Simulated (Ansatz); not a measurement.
Input:

End structure of a constructed model of the (111) surface of fcc Al, a layer of Si in place of the second plane (bottom of the slab: a bare face, its two planes held):

```yaml
crystal:
  lattice:
    - [2.85810, 0.00000, 0.00000]
    - [-1.42905, 2.47518, 0.00000]
    - [0.00000, 0.00000, 28.00000]
  atoms:
    - { symbol: Al, position: [0.33333, 0.66667, 0.29378] }
    - { symbol: Al, position: [0.66667, 0.33333, 0.37713] }
    - { symbol: Al, position: [0.00000, 0.00000, 0.46066] }
    - { symbol: Al, position: [0.33333, 0.66667, 0.54442] }
    - { symbol: Si, position: [0.66667, 0.33333, 0.62258] }
    - { symbol: Al, position: [0.00000, 0.00000, 0.70220] }
```

Model: 6-atom slab, 11.5 Å thick at the start with caps and adatoms (thin: gaps and levels are the slab's own), 15x15x1 mesh, Fermi-Dirac 0.1 eV, dipole correction, 2 atoms held, the rest relaxed; symmetry of the start imposed; no spin, no spin-orbit, no U. In PBE it is, or lies within 0.01 eV a 1x1 cell of, the lowest of the 2 structures of its composition computed so far; subsurface sites and larger cells were not tried.

Problem. Give the work function of the top face at the level PBE in Ansatz (a quantum-chemistry and plane-wave program).

Solution. 3.99 eV
